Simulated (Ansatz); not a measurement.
For cubic perovskite SrVO3, LDA (plane waves, PAW; Ansatz, a first-principles code) gives:

| Quantity | Value |
|---|---|
| lattice constant a | 3.773 Å |
| bulk modulus B0 | 218 GPa |
| cohesive energy | 7.17 eV/atom |
| elastic constant C11 | 385 GPa |
| elastic constant C44 | 127 GPa |
| Voigt–Reuss–Hill shear modulus | 127 GPa |

**Question.** What does r²SCAN (PAW; Ansatz) give for the same quantities?

**Answer.** 
- lattice constant a: 3.828 Å (grows by 1.5 %)
- bulk modulus: 202 GPa (decreases by 7.3 %)
- cohesive energy: 6.02 eV/atom (decreases by 1.15 eV/atom)
- elastic constant C11: 346 GPa (falls by 10 %)
- elastic constant C44: 129 GPa (is nearly the same)
- Voigt–Reuss–Hill shear modulus: 120 GPa (shrinks by 5.5 %)

For comparison: lattice constant a 3.842 Å (measured, temperature not stated, not corrected to a static lattice; as tabulated in Marks et al. (2021), arXiv:2103.05797).

Changes are worked out from the printed values.

Unless a cell is named, each level is at its own relaxed cell (LDA 10.74, r²SCAN 11.22 Å³/atom).

The crystal itself was run without spin with LDA, r²SCAN; a magnetic state was not tried in these runs.

Ansatz's density-functional and Hartree–Fock values are scalar-relativistic unless marked +SOC, with PAW data made under PBE.
